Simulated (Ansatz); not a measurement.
**Random Si-Ge alloy, 4x4x4 cubic cells, lattice parameter by Vegard's rule**

Prepared with Tersoff's 1989 multicomponent potential (SiCGe.tersoff) in LAMMPS: minimisation. Geometry as solved with Ansatz (an electronic-structure program) with PBE, support functions at accuracy medium on the grid of 370 eV.

```xyz
512
Lattice="22.20 0.00 0.00 0.00 22.20 0.00 0.00 0.00 22.20" Properties=species:S:1:pos:R:3 pbc="T T T"
Si     0.04    -0.03     0.00
Si     1.37     1.40     1.37
Si     2.76     2.77     0.02
Si     4.11     4.17     1.37
Ge     2.76     0.00     2.80
Si     4.15     1.38     4.22
Si     0.00     2.80     2.72
Ge     1.40     4.17     4.15
Ge     0.04     0.01     5.58
Si     1.42     1.41     6.99
Si     2.77     2.75     5.58
Ge     4.17     4.17     6.95
Si     2.79     0.04     8.34
Si     4.17     1.39     9.73
Si     0.02     2.74     8.37
Si     1.40     4.13     9.71
Si    -0.02     0.00    11.12
Si     1.38     1.37    12.48
Si     2.75     2.74    11.09
Ge     4.15     4.16    12.49
Si     2.75    -0.01    13.87
Si     4.17     1.33    15.24
Si    -0.01     2.73    13.85
Ge     1.37     4.16    15.23
Si     0.01    -0.01    16.65
Si     1.37     1.34    18.05
Ge     2.79     2.73    16.67
Si     4.18     4.17    18.04
Si     2.75    -0.04    19.40
Ge     4.16     1.39    20.78
Si     0.01     2.76    19.39
Ge     1.39     4.17    20.81
Si    -0.02     5.56     0.03
Si     1.38     6.91     1.39
Ge     2.78     8.33     0.00
Si     4.19     9.74     1.41
Si     2.80     5.58     2.75
Si     4.18     6.95     4.12
Ge     0.01     8.29     2.82
Si     1.40     9.74     4.16
Si     0.01     5.56     5.57
Si     1.37     6.91     6.97
Ge     2.78     8.32     5.57
Si     4.15     9.72     6.99
Si     2.75     5.54     8.35
Si     4.17     6.90     9.69
Si    -0.01     8.29     8.33
Ge     1.38     9.73     9.69
Ge     0.00     5.54    11.11
Si     1.39     6.95    12.53
Ge     2.81     8.31    11.12
Si     4.18     9.74    12.52
Si     2.78     5.59    13.89
Si     4.18     6.94    15.25
Si     0.03     8.36    13.87
Si     1.44     9.70    15.24
Si     0.00     5.52    16.66
Ge     1.43     6.93    18.01
Si     2.83     8.35    16.62
Si     4.15     9.74    18.04
Si     2.83     5.55    19.42
Si     4.17     6.96    20.78
Ge     0.00     8.34    19.46
Si     1.43     9.76    20.80
Ge     0.06    11.15     0.01
Si     1.44    12.54     1.41
Si     2.82    13.87     0.01
Si     4.17    15.29     1.36
Si     2.76    11.10     2.76
Ge     4.12    12.51     4.17
Si     0.03    13.92     2.76
Si     1.38    15.29     4.16
Si     0.04    11.11     5.54
Si     1.39    12.50     6.92
Si     2.72    13.91     5.56
Si     4.11    15.27     6.94
Si     2.79    11.15     8.31
Si     4.17    12.46     9.75
Si     0.00    13.88     8.26
Ge     1.42    15.23     9.68
Si     0.02    11.11    11.15
Si     1.41    12.49    12.50
Si     2.80    13.84    11.12
Si     4.14    15.27    12.49
Si     2.79    11.11    13.89
Si     4.12    12.50    15.30
Si     0.06    13.91    13.86
Si     1.40    15.28    15.28
Ge     0.04    11.07    16.67
Si     1.42    12.51    18.05
Si     2.76    13.89    16.67
Si     4.14    15.25    18.06
Si     2.80    11.13    19.43
Si     4.18    12.48    20.83
Si     0.02    13.90    19.37
Ge     1.41    15.26    20.80
Si    -0.04    16.62    -0.01
Ge     1.39    18.00     1.36
Si     2.77    19.39    -0.07
Ge     4.17    20.77     1.35
Si     2.80    16.62     2.78
Si     4.14    18.03     4.14
Ge    -0.03    19.42     2.80
Si     1.39    20.78     4.19
Si    -0.01    16.65     5.54
Si     1.38    18.02     6.91
Si     2.76    19.39     5.53
Ge     4.14    20.82     6.92
Si     2.78    16.68     8.30
Si     4.13    18.01     9.73
Si     0.02    19.40     8.30
Ge     1.39    20.81     9.71
Ge    -0.01    16.63    11.12
Ge     1.42    18.07    12.54
Si     2.82    19.43    11.11
Si     4.15    20.83    12.50
Si     2.79    16.63    13.91
Si     4.13    18.05    15.26
Si    -0.01    19.47    13.91
Si     1.39    20.83    15.27
Si     0.04    16.69    16.65
Si     1.42    18.06    18.03
Si     2.77    19.44    16.64
Si     4.15    20.80    18.04
Si     2.80    16.68    19.40
Si     4.18    18.04    20.78
Si     0.01    19.41    19.41
Si     1.38    20.79    20.79
Si     5.55    -0.05    -0.06
Ge     6.91     1.34     1.35
Ge     8.33     2.78    -0.06
Ge     9.71     4.20     1.40
Ge     8.32    -0.08     2.79
Ge     9.72     1.37     4.23
Ge     5.50     2.78     2.78
Ge     6.96     4.20     4.18
Si     5.57     0.02     5.55
Si     6.93     1.40     6.96
Si     8.32     2.78     5.61
Si     9.74     4.16     6.91
Si     8.32     0.05     8.34
Si     9.70     1.38     9.74
Si     5.56     2.75     8.36
Si     6.94     4.13     9.73
Si     5.52     0.03    11.15
Si     6.91     1.41    12.48
Si     8.31     2.75    11.10
Si     9.70     4.09    12.47
Ge     8.34     0.01    13.86
Si     9.73     1.40    15.28
Si     5.54     2.74    13.89
Si     6.89     4.11    15.28
Si     5.51     0.00    16.68
Si     6.90     1.39    18.01
Si     8.29     2.74    16.63
Ge     9.68     4.11    18.07
Ge     8.33    -0.01    19.40
Si     9.75     1.38    20.79
Si     5.57     2.80    19.38
Si     6.93     4.17    20.77
Ge     5.55     5.56    -0.01
Si     6.95     6.98     1.39
Si     8.31     8.35    -0.02
Si     9.69     9.68     1.40
Si     8.33     5.63     2.78
Si     9.74     6.94     4.16
Si     5.57     8.35     2.76
Si     6.97     9.70     4.12
Si     5.51     5.59     5.52
Ge     6.91     7.00     6.90
Si     8.36     8.34     5.50
Si     9.72     9.68     6.89
Ge     8.32     5.53     8.32
Si     9.69     6.97     9.69
Si     5.50     8.34     8.36
Si     6.89     9.69     9.72
Si     5.56     5.54    11.06
Si     6.89     6.94    12.43
Si     8.28     8.31    11.06
Ge     9.65     9.75    12.45
Ge     8.26     5.49    13.82
Ge     9.69     6.90    15.25
Si     5.53     8.31    13.84
Ge     6.88     9.77    15.23
Si     5.52     5.52    16.62
Ge     6.88     6.92    18.06
Ge     8.30     8.35    16.66
Ge     9.73     9.77    18.07
Si     8.32     5.56    19.46
Si     9.69     6.99    20.79
Si     5.51     8.37    19.44
Si     6.91     9.72    20.82
Si     5.55    11.10     0.00
Si     6.97    12.46     1.35
Si     8.27    13.90    -0.01
Ge     9.71    15.26     1.40
Si     8.33    11.09     2.75
Si     9.70    12.46     4.15
Ge     5.59    13.90     2.73
Si     6.99    15.27     4.15
Ge     5.57    11.07     5.56
Si     6.96    12.51     6.90
Si     8.33    13.86     5.51
Ge     9.70    15.28     6.93
Ge     8.31    11.07     8.30
Ge     9.71    12.54     9.71
Ge     5.54    13.88     8.33
Si     6.92    15.29     9.74
Si     5.56    11.09    11.12
Si     6.93    12.50    12.46
Si     8.27    13.90    11.10
Ge     9.73    15.25    12.48
Si     8.30    11.18    13.87
Si     9.69    12.51    15.28
Ge     5.54    13.87    13.89
Si     6.95    15.24    15.31
Si     5.50    11.15    16.68
Si     6.91    12.51    18.05
Si     8.32    13.87    16.68
Si     9.68    15.28    18.04
Si     8.25    11.11    19.43
Ge     9.67    12.52    20.79
Si     5.53    13.88    19.44
Si     6.90    15.27    20.82
Si     5.54    16.68    -0.01
Si     6.92    18.03     1.40
Si     8.29    19.41     0.02
Si     9.71    20.74     1.39
Si     8.32    16.67     2.78
Si     9.74    18.03     4.12
Si     5.54    19.38     2.78
Si     6.87    20.78     4.18
Ge     5.55    16.63     5.55
Si     6.95    18.00     6.97
Ge     8.32    19.39     5.54
Ge     9.74    20.84     6.97
Si     8.31    16.66     8.37
Si     9.71    18.03     9.73
Ge     5.55    19.39     8.35
Ge     6.96    20.85     9.76
Si     5.50    16.63    11.09
Ge     6.89    18.06    12.48
Si     8.38    19.43    11.12
Si     9.75    20.80    12.49
Ge     8.33    16.66    13.93
Si     9.74    18.08    15.29
Si     5.48    19.44    13.88
Ge     6.91    20.78    15.31
Ge     5.55    16.66    16.67
Si     6.96    18.05    18.07
Si     8.35    19.40    16.68
Si     9.74    20.80    18.00
Si     8.29    16.62    19.43
Ge     9.70    18.04    20.80
Si     5.56    19.43    19.41
Si     6.93    20.77    20.81
Ge    11.09    -0.02     0.03
Si    12.52     1.35     1.42
Ge    13.87     2.77     0.00
Si    15.24     4.14     1.46
Si    13.90    -0.02     2.79
Si    15.27     1.37     4.17
Ge    11.16     2.78     2.81
Si    12.54     4.19     4.20
Si    11.18    -0.02     5.56
Si    12.55     1.36     6.90
Si    13.91     2.77     5.54
Si    15.27     4.15     6.91
Si    13.91     0.01     8.30
Si    15.23     1.40     9.68
Ge    11.12     2.74     8.31
Si    12.53     4.13     9.69
Si    11.09     0.02    11.12
Si    12.49     1.39    12.48
Si    13.88     2.76    11.09
Si    15.29     4.10    12.48
Si    13.85    -0.01    13.86
Si    15.26     1.33    15.24
Si    11.10     2.75    13.87
Si    12.50     4.07    15.26
Si    11.11    -0.01    16.63
Si    12.50     1.36    18.01
Si    13.88     2.70    16.62
Ge    15.25     4.15    18.02
Si    13.90     0.01    19.37
Si    15.25     1.39    20.76
Si    11.14     2.72    19.42
Si    12.48     4.15    20.77
Ge    11.13     5.60    -0.04
Si    12.50     6.95     1.43
Ge    13.88     8.37     0.04
Si    15.30     9.77     1.43
Si    13.88     5.57     2.80
Si    15.26     6.95     4.17
Si    11.08     8.30     2.76
Ge    12.48     9.71     4.15
Si    11.11     5.55     5.54
Si    12.48     6.91     6.93
Si    13.86     8.28     5.56
Ge    15.25     9.75     6.90
Si    13.86     5.50     8.28
Ge    15.27     6.87     9.69
Si    11.08     8.30     8.28
Ge    12.46     9.74     9.66
Ge    11.07     5.51    11.06
Ge    12.50     6.91    12.50
Ge    13.91     8.35    11.10
Si    15.30     9.74    12.51
Ge    13.93     5.48    13.92
Si    15.29     6.95    15.28
Ge    11.09     8.35    13.87
Ge    12.52     9.76    15.30
Ge    11.14     5.50    16.66
Si    12.49     6.94    18.06
Si    13.87     8.28    16.67
Ge    15.23     9.70    18.07
Si    13.83     5.53    19.41
Ge    15.26     6.91    20.80
Si    11.12     8.33    19.44
Si    12.48     9.72    20.80
Ge    11.10    11.10     0.03
Si    12.52    12.50     1.43
Si    13.90    13.86     0.04
Si    15.29    15.25     1.37
Si    13.91    11.14     2.78
Si    15.28    12.52     4.14
Si    11.11    13.84     2.81
Si    12.47    15.23     4.17
Si    11.07    11.10     5.55
Ge    12.49    12.52     6.92
Si    13.91    13.90     5.52
Si    15.30    15.24     6.92
Si    13.89    11.14     8.32
Si    15.28    12.49     9.71
Si    11.12    13.93     8.34
Si    12.50    15.27     9.73
Si    11.08    11.12    11.08
Ge    12.50    12.48    12.49
Si    13.88    13.87    11.05
Ge    15.28    15.24    12.46
Si    13.94    11.11    13.88
Si    15.24    12.54    15.25
Si    11.08    13.85    13.90
Ge    12.45    15.25    15.32
Si    11.11    11.18    16.66
Si    12.49    12.52    18.06
Si    13.89    13.87    16.68
Si    15.28    15.25    18.02
Si    13.83    11.13    19.46
Si    15.24    12.49    20.84
Si    11.08    13.90    19.38
Ge    12.48    15.25    20.84
Si    11.11    16.68     0.02
Si    12.48    18.06     1.37
Si    13.90    19.41     0.02
Si    15.25    20.79     1.42
Ge    13.85    16.62     2.75
Ge    15.28    18.05     4.19
Si    11.12    19.41     2.77
Si    12.50    20.81     4.15
Si    11.09    16.65     5.49
Ge    12.46    18.07     6.90
Si    13.89    19.49     5.55
Si    15.28    20.83     6.93
Ge    13.91    16.65     8.32
Si    15.27    18.11     9.70
Si    11.08    19.40     8.37
Ge    12.50    20.83     9.72
Si    11.13    16.67    11.08
Si    12.47    18.07    12.47
Si    13.89    19.43    11.13
Si    15.24    20.79    12.52
Ge    13.86    16.69    13.88
Si    15.27    18.07    15.29
Si    11.11    19.43    13.88
Si    12.49    20.82    15.25
Si    11.06    16.68    16.69
Si    12.48    18.07    18.00
Si    13.86    19.44    16.63
Si    15.25    20.80    18.01
Ge    13.90    16.69    19.41
Si    15.29    18.06    20.85
Si    11.10    19.43    19.37
Ge    12.53    20.79    20.78
Ge    16.62     0.03     0.01
Si    18.01     1.44     1.40
Si    19.42     2.78     0.03
Si    20.79     4.17     1.39
Ge    19.39    -0.01     2.75
Ge    20.81     1.44     4.16
Si    16.64     2.78     2.81
Si    18.02     4.15     4.18
Si    16.66    -0.01     5.55
Si    18.02     1.37     6.94
Si    19.37     2.77     5.57
Ge    20.83     4.12     6.94
Si    19.40     0.02     8.35
Si    20.81     1.36     9.73
Si    16.61     2.75     8.30
Ge    18.02     4.11     9.73
Ge    16.63     0.00    11.10
Si    18.04     1.39    12.49
Si    19.44     2.73    11.11
Si    20.81     4.10    12.47
Ge    19.43    -0.01    13.89
Si    20.85     1.39    15.28
Si    16.63     2.71    13.86
Ge    18.01     4.13    15.27
Si    16.63    -0.05    16.62
Ge    18.05     1.36    18.01
Si    19.48     2.76    16.64
Si    20.84     4.13    18.02
Si    19.46    -0.04    19.39
Ge    20.82     1.37    20.82
Si    16.66     2.76    19.44
Si    18.04     4.10    20.82
Ge    16.66     5.48     0.04
Ge    18.06     6.94     1.46
Si    19.44     8.30     0.01
Ge    20.79     9.73     1.40
Si    19.44     5.50     2.83
Si    20.80     6.89     4.20
Si    16.62     8.37     2.82
Si    18.03     9.73     4.16
Si    16.64     5.55     5.54
Si    18.04     6.94     6.87
Si    19.40     8.30     5.49
Ge    20.83     9.67     6.89
Ge    19.42     5.59     8.32
Si    20.81     6.98     9.74
Ge    16.70     8.33     8.31
Si    18.04     9.73     9.76
Si    16.65     5.51    11.14
Si    18.01     6.95    12.45
Si    19.43     8.35    11.12
Si    20.83     9.71    12.49
Ge    19.42     5.55    13.82
Ge    20.84     6.96    15.28
Si    16.64     8.30    13.85
Ge    18.06     9.69    15.23
Si    16.66     5.59    16.66
Si    18.04     6.95    18.04
Si    19.42     8.33    16.69
Si    20.78     9.71    18.05
Ge    19.44     5.53    19.44
Si    20.82     6.93    20.87
Si    16.67     8.30    19.42
Ge    18.03     9.71    20.83
Si    16.64    11.14     0.03
Si    18.03    12.51     1.40
Si    19.42    13.89     0.05
Si    20.80    15.27     1.40
Si    19.37    11.12     2.78
Ge    20.82    12.51     4.15
Si    16.66    13.90     2.77
Si    18.04    15.26     4.16
Si    16.67    11.15     5.51
Si    18.01    12.52     6.91
Si    19.41    13.90     5.56
Si    20.81    15.27     6.91
Ge    19.39    11.10     8.31
Ge    20.85    12.50     9.72
Si    16.65    13.87     8.31
Si    18.04    15.27     9.64
Si    16.65    11.11    11.11
Si    18.02    12.47    12.50
Ge    19.40    13.91    11.12
Si    20.83    15.26    12.53
Si    19.44    11.09    13.82
Ge    20.83    12.50    15.21
Si    16.67    13.86    13.89
Si    17.99    15.29    15.24
Ge    16.62    11.12    16.62
Ge    18.03    12.51    18.08
Ge    19.43    13.95    16.65
Si    20.87    15.32    18.03
Si    19.43    11.09    19.43
Ge    20.80    12.54    20.79
Si    16.60    13.89    19.46
Ge    18.04    15.28    20.84
Si    16.64    16.68     0.03
Si    18.03    18.01     1.43
Ge    19.46    19.37     0.00
Si    20.83    20.82     1.36
Si    19.42    16.63     2.79
Si    20.76    18.01     4.19
Si    16.67    19.43     2.77
Si    18.01    20.79     4.18
Si    16.67    16.62     5.56
Si    18.01    18.02     6.93
Si    19.37    19.39     5.54
Ge    20.77    20.79     6.95
Si    19.41    16.63     8.27
Ge    20.77    18.05     9.69
Si    16.66    19.44     8.31
Si    18.04    20.81     9.69
Ge    16.70    16.71    11.05
Si    18.05    18.11    12.49
Si    19.41    19.48    11.10
Si    20.83    20.80    12.48
Ge    19.44    16.70    13.89
Si    20.85    18.09    15.30
Si    16.65    19.43    13.89
Si    18.03    20.78    15.28
Si    16.62    16.64    16.63
Ge    18.04    18.02    18.03
Si    19.44    19.45    16.65
Si    20.84    20.80    18.02
Si    19.48    16.65    19.42
Si    20.86    18.01    20.78
Si    16.60    19.42    19.41
Ge    18.04    20.80    20.77
```
